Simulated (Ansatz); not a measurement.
The parent structure is Sn in the diamond structure (space group Fd-3m, No. 227; relaxed with 0.1 eV smearing).

```xyz
2
Lattice="0.0000 3.2372 3.2372 3.2372 0.0000 3.2372 3.2372 3.2372 0.0000" Properties=species:S:1:pos:R:3 pbc="T T T"
Sn     0.0000     0.0000     0.0000
Sn     1.6186     1.6186     1.6186
```

Cartesian axes are those of the cell as printed.

The values are results of Kohn–Sham DFT with the LDA functional, run in Ansatz (a program for electronic structure) with PAW and 420 eV plane waves, without spin-orbit coupling, not measurements.

For the base:

| Quantity | Value |
|---|---|
| Shortest interatomic distance | 2.804 Å |
| Pressure | 0.0 GPa |
| Band gap | zero |

The change: uniaxial strain ε_zz = +2.50 %, all other strain components held at zero, atoms relaxed at fixed cell.

Task: Estimate the effect on the energy relative to the base, shortest interatomic distance, pressure and band gap.

Result: The energy rises by 4.3 meV/atom; the shortest interatomic distance grows by 0.0236 Å to 2.827 Å; the pressure (mean of the normal stresses, compression positive) goes from zero to -1.1 GPa; the band gap is still zero.

Whether these cells are dynamically stable was not tested.
